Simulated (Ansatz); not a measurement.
## Response to strain in CoPdO2

Base system: CoPdO2 (space group R-3m, No. 166; a = 2.862 Å, c = 17.853 Å (hexagonal axes); not spin-polarised; relaxed with 0.1 eV smearing).

Strains are applied to the cell and any free atomic positions relax.

Computed with Ansatz (a program for electronic structure), PBE, PAW, cutoff 420 eV, no spin-orbit coupling.

Notes on the quantities. energy relative to the base: free energy F.

```json
[
 {"isotropic strain (%)": "-3.53", "energy relative to the base (meV/atom)": "87.6"},
 {"isotropic strain (%)": "-3.19", "energy relative to the base (meV/atom)": "?"},
 {"isotropic strain (%)": "-1.51", "energy relative to the base (meV/atom)": "14.7"},
 {"isotropic strain (%)": "0", "energy relative to the base (meV/atom)": "0.0"},
 {"isotropic strain (%)": "1.13", "energy relative to the base (meV/atom)": "7.4"}
]
```

Task: Fit ΔE = Aε² + Bε³ (ε in %) to the rows shown and predict the withheld row.

Result: Least squares on the printed values gives A = 6.06 and B = -0.27 meV/atom (largest residual 0.1 meV/atom); this predicts 70.6 meV/atom, and the run gives 70.5 meV/atom, in agreement.

No phonon test of stability was made. Starting moments died away, wholly or in part, for the base; another magnetic solution may exist. No Hubbard U is applied and the magnetic state is the run's own (CoPdO2 not spin-polarised; CoPdO2 non-magnetic); small cells can't hold the antiferromagnetic order that many such compounds have, so gaps and moments can be off. All final runs are without spin polarisation. An odd electron count without spin: CoPdO2.
